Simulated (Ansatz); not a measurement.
Hexagonal WC was calculated with PBEsol in Ansatz (PAW).

Run with plane-wave cutoff 520 eV, 24×24×20 k mesh (along the axes of the cell as run), Fermi–Dirac smearing 0.05 eV, no spin polarisation, scalar-relativistic PAW data made under PBE.

Response to compression and expansion:

Shape and atoms are relaxed at each volume.

```tsv
V (Å³/atom)	P (GPa)	c (Å)	a (Å)
9.875	18.07	2.796	2.856
10.081	8.57	2.811	2.878
10.287	0.00	2.827	2.899
10.493	-7.71	2.842	2.920
10.698	-14.66	2.857	2.940
```

Ansatz is a program for electronic structure.
